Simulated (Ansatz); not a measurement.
Start from ZrO2 (space group P4_2/nmc, No. 137; a = 3.601 Å, c = 5.228 Å).

Levels (all Ansatz, a first-principles code, PAW): r2SCAN (500 eV, spin-orbit coupling left out); HSE06 (420 eV, no spin-orbit coupling).

The geometry is relaxed with r2SCAN.

- r2SCAN band gap = 4.60 eV

How does going to HSE06 change the band gap?

The band gap grows by 1.11 eV to 5.71 eV.

Single points use the geometry relaxed with r2SCAN. HSE06 gaps are upper bounds (no full band path). No phonon test of stability was made. This is not the structure that ZrO2 has at room temperature and ambient pressure.
